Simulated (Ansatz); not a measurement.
Voigt–Reuss–Hill bulk modulus of Ti₂AlC (P6₃/mmc, No. 194; cell taken from a computed entry) at several levels of theory

No measured value is used here.

| level (code) | value (GPa) | cell (Å³/atom) |
|---|---|---|
| LDA (Ansatz) | 152 | 13.29 |
| PBEsol (Ansatz) | 145 | 13.62 |
| r²SCAN (Ansatz) | (withheld) | 13.86 |

Complete the blanks.


- r²SCAN (Ansatz, a program for electronic structure), value (GPa): 147

LDA, PBEsol, r²SCAN: the relaxation could not lower the start's symmetry, so the cell can be a saddle point above a distorted one. Each level is taken at its own relaxed cell. Cutoffs differ between the levels. Ansatz's density-functional and Hartree–Fock values are scalar-relativistic unless marked +SOC, with PAW data made under PBE.
